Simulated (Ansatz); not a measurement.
## PBE against PBEsol: hypothetical zinc blende LuN, N → C

Base system: LuN in the zinc blende structure (space group F-43m, No. 216; a = 5.134 Å; a hypothetical phase, not in the database extracts checked).

(Cell as relaxed with PBE.)

Levels (all Ansatz, a first-principles code, PAW): PBE (420 eV, scalar-relativistic without spin-orbit coupling); PBEsol (420 eV, without spin-orbit coupling).

Each level relaxes its own structure.

```json
[
 {"base": "volume per atom", "PBE": "16.91 Å³", "PBEsol": "16.31 Å³"},
 {"base": "lattice parameter a", "PBE": "5.134 Å", "PBEsol": "5.072 Å"},
 {"base": "band gap", "PBE": "2.12 eV", "PBEsol": "2.16 eV"}
]
```

It is then changed as follows: every N is replaced by C, then cell and atoms are relaxed.

```tsv
quantity	PBE	PBEsol
lattice parameter a	5.284 Å	5.212 Å
band gap	zero	zero
```

PBE's lattice parameter a lies 0.072 Å above PBEsol's (1.4 %); the two agree on the band gap. Neither level is exact; PBEsol is the comparison here, not a measurement.

Whether these cells are dynamically stable was not tested. As relaxed here, LuC is a hypothetical phase, not in the database extracts checked. All final runs are without spin polarisation. An odd electron count without spin: LuC.
